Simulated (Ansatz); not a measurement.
The reference is GaCuSe₂ in the chalcopyrite structure (space group I-42d, No. 122; a = 5.6718 Å, c = 11.2626 Å).

Method: Ansatz (a program for electronic structure), PBE, PAW, cutoff 420 eV, scalar-relativistic without spin-orbit coupling.

For the base:

| Item | Value |
|---|---|
| Pressure | 0.0 GPa |

Modification: the cell is scaled by 1.0150 in all directions, atoms relaxed at fixed cell.

Q: What happens to the pressure?

A: The pressure (mean of the normal stresses, compression positive) goes from zero to -2.4 GPa.

Q: Predict the new energy relative to the base.

A: The energy goes up by 8.1 meV/atom.

The cells carry an imposed strain or load. Stability against distortions was not tested. The final runs are not spin-polarised.
